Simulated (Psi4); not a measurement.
Psi4 1.11, PBE/def2-svp: Mo(O)2(OH)(OMe) (C[O][Mo](=[O])(=[O])[OH]), 10 atoms. The geometry is a generated start, not checked to be a minimum at this level.

| Item | Result |
|---|---|
| task | energy |
| method | pbe |
| basis | def2-svp |
| memory | 3 GB |
| maxiter | 100 |
| keys of the molecule block | symmetry c1 |
| scf_type | df (default) |
| e_convergence | 1e-06 (default) |
| d_convergence | 1e-06 (default) |
| dft_radial_points | 75 (default) |
| dft_spherical_points | 302 (default) |
| effective core potentials | those of the basis set, past Kr |
| basis functions | 121 |
| grid points | 216235 |

```xyz
10

Mo    -0.6189     0.9500     0.5099
O     -0.0723     2.3859    -0.0803
O     -0.5124     0.9439     2.1525
O     -2.3062     0.7160     0.0310
H     -3.2556     0.7923    -0.1055
O      0.3682    -0.3349    -0.1290
C      1.3940    -1.1939    -0.5188
H      1.0846    -2.2373    -0.3720
H      1.6323    -1.0314    -1.5788
H      2.2864    -0.9906     0.0910
```

Charge 0 and multiplicity 1 are set for this test and not shown to be the ground state.

With the defaults (diis_max_vecs = 10, diis = true, scf_initial_accelerator = adiis, damping_percentage = 0, guess = auto, which took SAD, level_shift = 0, level_shift_cutoff = 0.01, soscf = false, soscf_start_convergence = 0.01) it converges in 13 SCF iterations. One run each on 2 threads, with these changes:
- guess = sap
- guess = sapgau
- soscf = true, soscf_start_convergence = 0.1
- guess = modhuckel
- guess = huckel
- guess = core
- diis = false, scf_initial_accelerator = none, damping_percentage = 60
- diis_max_vecs = 3
- level_shift = 0.1, level_shift_cutoff = 0.001

### Question
Name the settings that don't reach the solution of the defaults.

### Answer
No convergence: diis_max_vecs = 3; diis = false, scf_initial_accelerator = none, damping_percentage = 60 (the run ends without SCF convergence in 100 iterations). The rest reach the solution of the defaults.

```tsv
setting	SCF iterations	JK calls	end
soscf = true, soscf_start_convergence = 0.1	9	35	same solution
the defaults	13	14	same solution
level_shift = 0.1, level_shift_cutoff = 0.001	13	14	same solution
guess = huckel	14	42	same solution
guess = modhuckel	14	42	same solution
guess = core	16	16	same solution
guess = sap	17	17	same solution
guess = sapgau	18	18	same solution
diis_max_vecs = 3	100	101	no convergence
diis = false, scf_initial_accelerator = none, damping_percentage = 60	100	101	no convergence
```

An SOSCF iteration holds several JK calls; a Hückel guess adds calls on atoms. 1 further run of the study ended by our limits or in an error and is left out.
